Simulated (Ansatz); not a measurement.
The reference is TlAs in the CsCl type structure (space group Pm-3m, No. 221; a = 3.602 Å; a hypothetical phase, not in the database extracts checked; relaxed with 0.1 eV smearing).

The values are results of Ansatz (an electronic-structure program), PBEsol, PAW, cutoff 420 eV, without spin-orbit coupling, not measurements.

For the base:

| Item | Result |
|---|---|
| Pressure | 0.0 GPa |
| Band gap | zero |

It is then changed as follows: every lattice vector is shortened by 4.17 %; the atoms relax in the strained cell.

### Question
How does this affect the energy relative to the base?

### Answer
The energy rises by 78 meV/atom.

### Question
What happens to the pressure?

### Answer
The pressure goes from zero to 10.1 GPa.

### Question
Estimate the effect on the band gap.

### Answer
The band gap is still zero.

Stability against distortions was not tested. All final runs are without spin polarisation.
